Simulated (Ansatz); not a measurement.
Defect: interstitial Li in monoclinic ZrO2, charge state +1. The step: Li moves alone to another site; the atom moves 3.39 Å along (0.00, 0.39, 0.50) of the unit cell; the moving atom starts with neighbours O at 1.81, O at 1.88, O at 2.07, O at 2.18, O at 2.25 Å and ends with O at 1.81, O at 1.88, O at 2.07, O at 2.18, O at 2.25 Å. DFT values are from Ansatz (plane-wave PAW, 420 eV unless said) in a cell of 96 host sites, spin-restricted, static, with no finite-size correction. The charge state is imposed; whether it is stable for some Fermi level was not computed. Sites that were not tried may lie lower. For the PBE band: the saddle point's order was not checked.

```csv
Level,Forward barrier (eV),Cost of the band or of the saddle's single point
"CHGNet universal potential (has no charge state), its own band",1.04,-
"PBE, the Γ point alone, band relaxed",1.06,roughly 18 core-minutes
"PBE, a 2×2×2 k-point mesh shifted by half a step, same geometries",1.07,around 4 core-minutes (rough)
"r2SCAN at 500 eV, the Γ point alone, same geometries",[?],very roughly 70 core-seconds
```

Task: What belongs in the gaps?

Result: 
- r2SCAN at 500 eV, the Γ point alone, same geometries, Forward barrier (eV): 1.08

Ansatz is a program for electronic structure.
